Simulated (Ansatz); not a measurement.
# Effect of pressure 7.5 GPa on CsSnI3

Start from CsSnI$_{3}$ in the cubic perovskite structure (space group Pm-3m, No. 221; a = 6.271 Å).

Modification: a hydrostatic pressure of 7.5 GPa.

The values are results of PBE in Ansatz (plane waves to 420 eV, PAW, no spin-orbit coupling), earlier PAW set, not measurements. Γ-centred 6×6×6 mesh, Fermi–Dirac width 0.05 eV.

```csv
quantity,base,changed,shift
volume per atom,49.33 Å³,38.11 Å³,-11.213 Å³
density,4.26 g/cm³,5.51 g/cm³,+1.25 g/cm³
lattice parameter a,6.271 Å,5.755 Å,-0.5166 Å
shortest interatomic distance,3.136 Å,2.877 Å,-0.2583 Å
enthalpy H = E + PV relative to the base's energy,–,+1.99 eV/atom,–
band gap,0.45 eV,zero,–
```

Final structure:

```
CELL_PARAMETERS angstrom
      5.75465     0.00000     0.00000
      0.00000     5.75465     0.00000
      0.00000     0.00000     5.75465
ATOMIC_POSITIONS crystal
  Cs 0.00000 0.00000 0.00000
  Sn 0.50000 0.50000 0.50000
  I  0.00000 0.50000 0.50000
  I  0.50000 0.50000 0.00000
  I  0.50000 0.00000 0.50000
```

A case with no gap was solved on a k-mesh chosen for an insulator, which is coarse for it. Spin-orbit coupling, missing from the scalar runs, can matter with I. Load acts through the strain it causes; cell and atoms are relaxed under it. No phonon test of stability was made. Competing high-pressure phases were not computed. All final runs are without spin polarisation. Many cubic perovskites are stable only at high temperature; tilts and polar distortions were not tested. A zero or small gap of CsSnI3 under pressure 7.5 GPa can be the functional's error rather than a property of the material.

Ansatz is a quantum-chemistry and plane-wave program.
